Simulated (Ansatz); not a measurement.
The parent structure is SrTiO3 in the cubic perovskite structure (space group Pm-3m, No. 221; a = 3.936 Å).

Calculations: Ansatz (an electronic-structure program) PBE, no SOC.

Modification: the cell is scaled by 0.9760 in all directions; the atoms relax in the strained cell.

What does the calculation give for the mean gap deformation potential ΔEg/Δln V after the change?

The mean gap deformation potential ΔEg/Δln V amounts to -1.9 eV.

Whether these cells are dynamically stable was not tested. The final runs are not spin-polarised. Many cubic perovskites are stable only at high temperature; tilts and polar distortions were not tested.
